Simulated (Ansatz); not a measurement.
**Hypothetical diamond Se: response to strain**

Start from Se in the diamond structure (space group Fd-3m, No. 227; a = 6.223 Å; a hypothetical phase, not in the database extracts checked; relaxed with 0.1 eV smearing). Axes: x, y, z lie along the cube axes.

Strains are applied to the cell and any free atomic positions relax; under biaxial strain the out-of-plane vector relaxes too.

Computed with DFT with PBEsol, PAW potentials and a 420 eV plane-wave cutoff in Ansatz (a quantum-chemistry and plane-wave program), no spin-orbit coupling.

Notes on the quantities. energy relative to the base: free energy F.

| variant | energy relative to the base | volume per atom | space group |
|---|---|---|---|
| base | 0 meV/atom | 30.12 Å³ | Fd-3m (No. 227) |
| biaxial strain +0.96 %, plane normal [001], relaxed out of plane | -1.6 meV/atom | 29.67 Å³ | I4_1/amd (No. 141) |
| biaxial strain +3.29 %, plane normal [110], relaxed out of plane | -0.212 eV/atom | 31.01 Å³ | Imma (No. 74) |
| isotropic strain −1.93 % | +15 meV/atom | 28.41 Å³ | Fd-3m (No. 227) |
| uniaxial strain ε_xx = +0.76 % | +0.2 meV/atom | 30.35 Å³ | I4_1/amd (No. 141) |
| uniaxial strain ε_yy = +2.63 % | +2.0 meV/atom | 30.91 Å³ | I4_1/amd (No. 141) |
| tensor shear ε_xy = −0.52 % | -186 meV/atom | 30.12 Å³ | Imma (No. 74) |

A biaxial case was relaxed in a doubled cell and then solved in the primitive one. Whether these cells are dynamically stable was not tested. Under biaxial strain +0.96 %, plane normal [001], relaxed out of plane, biaxial strain +3.29 %, plane normal [110], relaxed out of plane and tensor shear ε_xy = −0.52 % the cell ends below the base's energy or with stress of the wrong sign: the atoms slid into a distortion or the cell is elastically unstable, so the base is not a stable minimum at this level.
